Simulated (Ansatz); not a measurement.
**Functionals side by side, with their cost (level): WS₂ (P6_3/mmc, 6 atoms in the cell)**

```xyz
6
Lattice="3.1435 0.0000 0.0000 -1.5717 2.7223 0.0000 0.0000 0.0000 12.8122" Properties=species:S:1:pos:R:3 pbc="T T T"
W      0.0000     1.8149     3.2030
W      1.5717     0.9074     9.6091
S      0.0000     1.8149     8.0691
S      1.5717     0.9074     4.7431
S      1.5717     0.9074     1.6630
S      0.0000     1.8149    11.1491
```

Program: Ansatz (a program for electronic structure), default PAW files made with PBE; each row names its functional.

Base settings: basis.ecutwfc = 420 eV; kpoints.mp_grid.grid = 7 7 1; hamiltonian.xc = hse06; hamiltonian.pseudopotentials = {kind: paw} (the program's default PAW files); scf.occupations.method = fixed.

Differences are taken from HSE06, a reference of convenience: it is no measurement, and no ranking of the functionals follows.

Core times come from one kind of shared machine and are given to one figure; runs under 30 s give none.

The starting cell comes from a database of computed structures (which also holds hypothetical and non-ambient phases and stackings), without a prior relaxation at this level. Its lattice was rescaled by a random factor within 2.5 % of one. Spin polarisation is off. In the base run, with a pressure of about 4 GPa the cell is away from its equilibrium volume at this level. Ansatz's pressure includes its estimate of the finite-basis (Pulay) stress.

```
level  pressure less reference (GPa)  largest difference in the force on any atom (eV/Å)  core time / reference (rough)
-----  -----------------------------  --------------------------------------------------  -----------------------------
PBE                             4.30                                               0.465                              –
PBE0                            0.00                                               0.018                            0.9
HSE06                           0.00                                               0.000                              1
```

Keys are those of Ansatz 0.2.
